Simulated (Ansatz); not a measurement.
MgB2 (space group I4/mmm, No. 139; a hypothetical phase, not in the database extracts checked)

```cif
data_B4Mg2
_chemical_formula_sum 'Mg2 B4'
_space_group_name_H-M_alt 'I4/mmm'
_space_group_IT_number 139
_space_group_name_Hall '-I 4 2'
_cell_length_a 2.68287
_cell_length_b 2.68287
_cell_length_c 8.39045
_cell_angle_alpha 90.000
_cell_angle_beta 90.000
_cell_angle_gamma 90.000
loop_
_atom_site_label
_atom_site_type_symbol
_atom_site_symmetry_multiplicity
_atom_site_Wyckoff_symbol
_atom_site_fract_x
_atom_site_fract_y
_atom_site_fract_z
_atom_site_occupancy
Mg1 Mg 2 a 0.00000 0.00000 0.00000 1
B1 B 4 e 0.00000 0.00000 0.28281 1
```
(The calculation used a cell of 3 atoms; values per cell refer to that cell.)

Computed with DFT with PBE, PAW potentials and a 420 eV plane-wave cutoff in Ansatz (a program for electronic structure), scalar-relativistic without spin-orbit coupling. k-mesh 24×24×24 (Γ-centred); smearing 0.05 eV (Fermi–Dirac).

The volume per atom is 10.07 Å³, the density is 2.53 g/cm³ and the band gap is zero. The total energy is -744.277 eV/atom (σ→0; compares only within this code and set-up).

No phonon test of stability was made. All final runs are without spin polarisation.
